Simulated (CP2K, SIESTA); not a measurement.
A SIESTA input for a self-consistent single point of K2S (Fm-3m, 3 atoms in the cell) (DFT, LDA PW92, numerical atomic orbitals TZP, PseudoDojo LDA standard norm-conserving potentials (rewritten from UPF to PSML)):

```
# files in the folder: K.psml S.psml (PseudoDojo LDA standard)
SystemName  K2S
SystemLabel k2s

NumberOfAtoms                3
NumberOfSpecies              2
%block ChemicalSpeciesLabel
  1 19 K
  2 16 S
%endblock ChemicalSpeciesLabel
LatticeConstant              1.0 Ang
%block LatticeVectors
     0.000000000    3.676543000    3.676543000
     3.676543000    0.000000000    3.676543000
     3.676543000    3.676543000    0.000000000
%endblock LatticeVectors
AtomicCoordinatesFormat      Fractional
%block AtomicCoordinatesAndAtomicSpecies
     0.750000000    0.750000000    0.750000000  1
     0.250000000    0.250000000    0.250000000  1
     0.000000000    0.000000000    0.000000000  2
%endblock AtomicCoordinatesAndAtomicSpecies

XC.functional                LDA
XC.authors                   PW92
PAO.BasisSize                TZP
PAO.EnergyShift              0.01 Ry
MeshCutoff                   300 Ry
%block kgrid.MonkhorstPack
    4   0   0  0.0
    0   4   0  0.0
    0   0   4  0.0
%endblock kgrid.MonkhorstPack
OccupationFunction           FD
ElectronicTemperature        10.0 meV

MaxSCFIterations             150
SCF.Mixer.Method             Pulay
SCF.Mixer.Weight             0.25
SCF.Mixer.History            6
SCF.DM.Tolerance             1.0E-04
Diag.ParallelOverK           true
WriteForces                  true
Charge.Mulliken              end
```

### Question
Give the CP2K input for the same structure, mesh, smearing and functional.

### Answer
One input that does it (others would too):

```
&GLOBAL
  PROJECT bulk
  RUN_TYPE ENERGY_FORCE
  PRINT_LEVEL MEDIUM
&END GLOBAL
&FORCE_EVAL
  METHOD Quickstep
  STRESS_TENSOR ANALYTICAL
  &DFT
    BASIS_SET_FILE_NAME BASIS_MOLOPT
    POTENTIAL_FILE_NAME GTH_POTENTIALS
    &QS
      METHOD GPW
      EPS_DEFAULT 1E-11
    &END QS
    &MGRID
      CUTOFF 500
      REL_CUTOFF 50
      NGRIDS 5
    &END MGRID
    &SCF
      SCF_GUESS ATOMIC
      EPS_SCF 1E-6
      MAX_SCF 100
      ADDED_MOS 5
      &DIAGONALIZATION
        ALGORITHM STANDARD
      &END DIAGONALIZATION
      &MIXING
        METHOD BROYDEN_MIXING
        ALPHA 0.2
        NBUFFER 12
      &END MIXING
      &SMEAR ON
        METHOD FERMI_DIRAC
        ELECTRONIC_TEMPERATURE [K] 116.05
      &END SMEAR
    &END SCF
    &KPOINTS
      SCHEME MONKHORST-PACK 4 4 4
      GAMMA_CENTERED T
    &END KPOINTS
    &XC
      &XC_FUNCTIONAL PADE
      &END XC_FUNCTIONAL
    &END XC
    &PRINT
      &MO
        EIGENVALUES T
        OCCUPATION_NUMBERS T
        NDIGITS 8
        FILENAME mo
        &EACH
          QS_SCF 0
        &END EACH
        ADD_LAST NUMERIC
      &END MO
      &MULLIKEN ON
      &END MULLIKEN
    &END PRINT
  &END DFT
  &SUBSYS
    &CELL
      A 5.19941700 0.00000000 0.00000000
      B 2.59970800 4.50282700 0.00000000
      C 2.59970800 1.50094200 4.24530600
      PERIODIC XYZ
    &END CELL
    &COORD
      SCALED
      K        0.75000000     0.75000000     0.75000000
      K        0.25000000     0.25000000     0.25000000
      S        0.00000000     0.00000000     0.00000000
    &END COORD
    &KIND K
      BASIS_SET DZVP-MOLOPT-SR-GTH-q9
      POTENTIAL GTH-PADE-q9
    &END KIND
    &KIND S
      BASIS_SET DZVP-MOLOPT-SR-GTH-q6
      POTENTIAL GTH-PADE-q6
    &END KIND
  &END SUBSYS
  &PRINT
    &FORCES ON
    &END FORCES
    &STRESS_TENSOR ON
    &END STRESS_TENSOR
  &END PRINT
&END FORCE_EVAL
```

Basis, cutoffs, solver keys and any potentials are the target program's own. This input uses DFT LDA (Pade form), GPW, DZVP-MOLOPT-SR-GTH basis, GTH-PADE potentials (GTH_POTENTIALS). LDA parametrisations can differ slightly between programs. Both were run: pressure -1.38 GPa in SIESTA and -1.27 in CP2K; gap on the mesh 1.900 eV in SIESTA and 2.243 in CP2K.

On CP2K: the starting cell comes from a database of computed structures (which also holds hypothetical and non-ambient phases and stackings), without a prior relaxation at this level. Its lattice was rescaled by a random factor within 2.5 % of one. Values carry the incompleteness of an atom-centred basis.

On SIESTA: the starting cell comes from a database of computed structures (which also holds hypothetical and non-ambient phases and stackings), without a prior relaxation at this level. Its lattice was rescaled by a random factor within 2.5 % of one. Values carry the incompleteness of an atom-centred basis. The basis of the alkali or alkaline-earth atoms may lack their empty d shell, which can raise the gap.
